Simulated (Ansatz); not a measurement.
Output of an Ansatz run (abridged):

```
WARN ansatz: RAYON_NUM_THREADS=1 ignored (pool sized by the plan → 1); use --threads N
basis.fft_grid_basis auto: the FFT boxes are laid along the combinations [[1, 0, -1], [0, 1, -1], [0, 0, 1]] of the cell's own vectors, 3.217, 3.217 and 5.515 …
Pseudopotentials: kind: paw
Pseudopotential: Na, paw, valence charge 9
Pseudopotential: Mo, paw, valence charge 14
Pseudopotential: O, paw, valence charge 6
Crystal: 4 atoms, lattice volume = 46.556 Å³
Basis set: ecut = 420 eV, 923 PW (Γ), FFT grids on a1−a3, a2−a3, a3
Bands: 23, of which v1, the nominal top of the filled ones, is band 18 counted from 1 (17 counted from 0)
Symmetry: 6 space group operations
Space group: R3m (ITA 160), of the structure as read, at distance tolerance 3.6e-5 Å
Magnetic group: BNS 160.65 (UNI 1295), of the structure as read, at distance tolerance 3.6e-5 Å
k-points: 44 of 343 (time reversal used)
PAW frozen core: Na, regenerated for the run's functional, and the local potential with it
PAW frozen core: Mo, regenerated for the run's functional, and the local potential with it
PAW frozen core: O, regenerated for the run's functional, and the local potential with it
Initial density: superposition of atomic densities (chi_scale 0.1, normalization cell, long waves kept (reshape's long-wave potential 0.17 eV rms))
Starting moments: Σ|m| = 2 μB on 1 of 4 sites
Initial wavefunctions: pseudopotential atomic-orbital guess
Eigensolver: davidson
Functional: x = slater, c = lda
SCF iter   1: F=—  HF=-7423.322241 eV  |F-HF|=—  |Δ(HF+E_count)|=         —  Δρ=7.82e-2 (↑7.82e-2 ↓4.21e-2)  dr2=8.56e0  dr2_m=6.04e-1  M=0.353 μB ∫|m|=0.357 μB  β_m=0.30  ethr=3.10e-3  ⟨swp⟩=5.6  Hψ=7871  notcnv=0
Mixer restart at iter 1: flushing history
all-band conjugate gradients solve this SCF's bands
preconditioner: auto → Kerker (q_TF=auto, 2.602 Å⁻¹)
spin=Collinear: Kerker preconditioning applied to the charge; magnetization (m = ρ↑ − ρ↓) channel mixes plain (no charge-response kernel on spin).
SCF iter   2: F=—  HF=-7422.496163 eV  |F-HF|=—  |Δ(HF+E_count)|=   8.26e-1  Δρ=5.60e-2 (↑5.60e-2 ↓3.04e-2)  dr2=5.14e0  dr2_m=3.13e-1  M=0.308 μB ∫|m|=0.309 μB  β_m=0.65  ethr=3.10e-3  ⟨swp⟩=2.7  Hψ=4200  notcnv=0
SCF iter   3: F=—  HF=-7420.951769 eV  |F-HF|=—  |Δ(HF+E_count)|=    1.54e0  Δρ=9.19e-3 (↑9.19e-3 ↓8.45e-3)  dr2=4.55e-1  dr2_m=2.35e-3  M=0.129 μB ∫|m|=0.129 μB  β_m=0.79  ethr=3.10e-3  ⟨swp⟩=3.1  Hψ=4552  notcnv=0
   [... lines left out ...]
SCF iter  14: F=—  HF=-7420.849335 eV  |F-HF|=—  |Δ(HF+E_count)|=   1.32e-8  Δρ=9.26e-6 (↑9.26e-6 ↓8.05e-6)  dr2=2.17e-8  dr2_m=2.84e-8  M=0.247 μB ∫|m|=0.248 μB  β_m=0.98  ethr=3.11e-10  ⟨swp⟩=1.5  Hψ=2290  notcnv=0
SCF iter  15: F=—  HF=-7420.849335 eV  |F-HF|=—  |Δ(HF+E_count)|=   3.91e-9  Δρ=3.36e-6 (↑3.36e-6 ↓3.27e-6)  dr2=1.07e-9  dr2_m=4.49e-9  M=0.248 μB ∫|m|=0.248 μB  β_m=0.99  ethr=6.21e-11  ⟨swp⟩=2.4  Hψ=3316  notcnv=0
SCF iter  16: F=—  HF=-7420.849335 eV  |F-HF|=—  |Δ(HF+E_count)|=  6.67e-10  Δρ=6.80e-7 (↑6.68e-7 ↓6.80e-7)  dr2=4.00e-11  dr2_m=1.85e-10  M=0.248 μB ∫|m|=0.248 μB  β_m=1.00  ethr=3.06e-12  ⟨swp⟩=2.0  Hψ=3637  notcnv=0
SCF iter  17: F=-7420.849335 eV  HF=-7420.849335 eV  |F-HF|=3.64e-12  |Δ(HF+E_count)|=  2.82e-11  Δρ=5.79e-8 (↑5.79e-8 ↓4.02e-8)  dr2=4.74e-12  dr2_m=1.87e-13  M=0.248 μB ∫|m|=0.248 μB  ethr=1.00e-12  ⟨swp⟩=1.0  Hψ=5304  notcnv=0
SCF 1 converged in 17 iterations: F = -7420.849335 eV  dr2 = 4.74e-12
Crystal: 4 atoms, lattice volume = 46.556 Å³
Starting moments: Σ|m| = 5 μB on 1 of 4 sites
SCF iter   1: F=—  HF=-7422.028145 eV  |F-HF|=—  |Δ(HF+E_count)|=         —  Δρ=1.51e-1 (↑1.51e-1 ↓1.00e-1)  dr2=1.10e1  dr2_m=5.71e0  M=2.312 μB ∫|m|=2.322 μB  β_m=0.30  ethr=3.10e-3  ⟨swp⟩=5.8  Hψ=8244  notcnv=0
preconditioner: auto → Kerker (q_TF=auto, 2.602 Å⁻¹)
spin=Collinear: Kerker preconditioning applied to the charge; magnetization (m = ρ↑ − ρ↓) channel mixes plain (no charge-response kernel on spin).
SCF iter   2: F=—  HF=-7421.371600 eV  |F-HF|=—  |Δ(HF+E_count)|=   6.57e-1  Δρ=9.66e-2 (↑9.66e-2 ↓7.32e-2)  dr2=4.45e0  dr2_m=2.62e0  M=2.341 μB ∫|m|=2.349 μB  β_m=0.30  ethr=3.10e-3  ⟨swp⟩=2.9  Hψ=4552  notcnv=0  defer=36
SCF iter   3: F=—  HF=-7420.706929 eV  |F-HF|=—  |Δ(HF+E_count)|=   6.65e-1  Δρ=5.26e-2 (↑5.03e-2 ↓5.26e-2)  dr2=1.02e0  dr2_m=1.02e0  M=2.598 μB ∫|m|=2.605 μB  β_m=0.30  ethr=3.10e-3  ⟨swp⟩=2.5  Hψ=3971  notcnv=0  defer=37
SCF iter   4: F=—  HF=-7420.542324 eV  |F-HF|=—  |Δ(HF+E_count)|=   1.65e-1  Δρ=3.79e-2 (↑3.07e-2 ↓3.79e-2)  dr2=2.07e-1  dr2_m=4.62e-1  M=2.668 μB ∫|m|=2.674 μB  β_m=0.30  ethr=2.90e-3  ⟨swp⟩=2.1  Hψ=3115  notcnv=0  defer=37
SCF iter   5: F=—  HF=-7420.550153 eV  |F-HF|=—  |Δ(HF+E_count)|=   7.83e-3  Δρ=2.83e-2 (↑2.83e-2 ↓2.55e-2)  dr2=9.96e-2  dr2_m=2.99e-1  M=2.542 μB ∫|m|=2.547 μB  β_m=0.30  ethr=5.92e-4  ⟨swp⟩=2.0  Hψ=4037  notcnv=0  defer=39
SCF iter   6: F=—  HF=-7420.561521 eV  |F-HF|=—  |Δ(HF+E_count)|=   1.14e-2  Δρ=2.02e-2 (↑2.02e-2 ↓1.93e-2)  dr2=1.21e-2  dr2_m=1.64e-1  M=2.499 μB ∫|m|=2.503 μB  β_m=0.30  ethr=2.85e-4  ⟨swp⟩=2.0  Hψ=3019  notcnv=0  defer=39
SCF iter   7: F=—  HF=-7420.584042 eV  |F-HF|=—  |Δ(HF+E_count)|=   2.25e-2  Δρ=1.65e-2 (↑1.65e-2 ↓1.47e-2)  dr2=4.89e-3  dr2_m=1.02e-1  M=2.423 μB ∫|m|=2.428 μB  β_m=0.30  ethr=3.46e-5  ⟨swp⟩=2.2  Hψ=3151  notcnv=0  defer=37
Mixer restart at iter 7: flushing history
   [... lines left out ...]
spin-set hold released at iteration 7 (site moments contracting)
iter 22 did not close the SCF: its close was put off for a magnetic moment that had not settled (scf_convergence_deferred on its scf_iter line)
iter 23 did not close the SCF: its close was put off for a magnetic moment that had not settled (scf_convergence_deferred on its scf_iter line)
Absolute magnetization: 0.2484 μB (∫|ρ↑−ρ↓|, with the PAW one-centre terms)
Free energy (F): -7420.849335 eV
Fermi energy:    12.210845 eV
   [... lines left out ...]
--- Stress (GPa, compression-positive) ---
      -23.203780       0.000000      -0.000000
        0.000000     -23.203780      -0.000001
       -0.000000      -0.000001       0.557308
  P = ⅓ Tr σ = -15.2834 GPa (-152.834 kbar)
  The stress holds the Pulay correction. Without it, at fixed plane waves, as pw.x and ABINIT print it: P = -15.9908 GPa
--- Band table (eV; the first three rows and the last of 88) ---
  k-point 0 ↑: bands = ["-49.9363", "-39.6103", "-24.0328", "-24.0328", "-23.9371", "-12.2041", "-12.0747", "-12.0747", "-8.1508", "-6.7584", "4.3058", "4.9958", "4.9958", "7.8828", "7.9200", "7.9200", "11.1546", "11.1546", "12.5284", "13.5103", [...]
  k-point 1 ↑: bands = ["-49.9295", "-39.6081", "-24.1118", "-24.0489", "-23.9202", "-12.1943", "-12.1082", "-12.0806", "-7.9468", "-6.8806", "4.5919", "5.0265", "5.1753", "7.0380", "7.6078", "7.9691", "11.2611", "11.5624", "12.6230", "14.0203", [...]
  k-point 2 ↑: bands = ["-49.9142", "-39.6033", "-24.2854", "-24.0848", "-23.8821", "-12.1858", "-12.1657", "-12.0940", "-7.5483", "-7.0754", "4.8100", "5.5134", "5.5463", "5.8461", "7.2074", "7.8256", "11.2774", "12.1894", "12.5756", "14.0779", [...]
  k-point 43 ↓: bands = ["-49.8018", "-39.6082", "-23.9596", "-23.8960", "-23.8209", "-12.2108", "-12.1066", "-12.0806", "-7.7596", "-7.0013", "4.8191", "5.2669", "5.3273", "7.1162", "7.2995", "7.5839", "11.3411", "11.7346", "12.5119", "14.2459", [...]
```

The structure:

```xyz
4
Lattice="1.6087 0.9288 5.1932 -1.6087 0.9288 5.1932 0.0000 -1.8576 5.1932" Properties=species:S:1:pos:R:3 pbc="T T T"
Na     0.0000     0.0000     7.8398
Mo     0.0000     0.0000     0.0000
O      0.0000     0.0000     4.1302
O      0.0000     0.0000    11.4495
```
Moments meant for the start (each program seeds them in its own way; μB, in the order of the atoms Na Mo O O): 0.0 2.0 0.0 0.0.

Question: Reconstruct the input of this run.

Answer: Other spellings and defaults could give the same log, and not every line can be read from it. The input that was run (DFT, LDA (PW92), plane waves, default PAW files made with PBE):

Ansatz 0.2 input:
```yaml
crystal:
  lattice:
    - [1.60869100, 0.92877800, 5.19322000]
    - [-1.60869100, 0.92877800, 5.19322000]
    - [0.00000000, -1.85755700, 5.19322000]
  atoms:
    - { symbol: Na, position_ang: [-0.00000000, -0.00000050, 7.83982513] }
    - { symbol: Mo, position_ang: [0.00000000, 0.00000000, 0.00000000], spin: 2.0 }
    - { symbol: O, position_ang: [0.00000000, -0.00000027, 4.13015229] }
    - { symbol: O, position_ang: [-0.00000000, -0.00000073, 11.44950771] }
basis:
  ecutwfc: 420.0
kpoints:
  mp_grid: { grid: [7, 7, 7] }
hamiltonian:
  xc: lda
  pseudopotentials: { kind: paw }
magnetization:
  spin_polarized: true
scf:
  occupations: { method: fermi_dirac, width: 0.05 }
output:
  forces: true
  eigenvalues: true
  stress: true
```

The starting cell comes from a database of computed structures (which also holds hypothetical and non-ambient phases and stackings), without a prior relaxation at this level. Its lattice was rescaled by up to half a per cent. One atom was moved a little off its site on purpose. The moments shrank to a small part of their start, a low-spin state that need not be the lowest. With a pressure of about -15 GPa the cell is away from its equilibrium volume at this level. Ansatz's pressure includes its estimate of the finite-basis (Pulay) stress. Without the estimate this run gives -15.99 GPa.

Ansatz is an electronic-structure program.
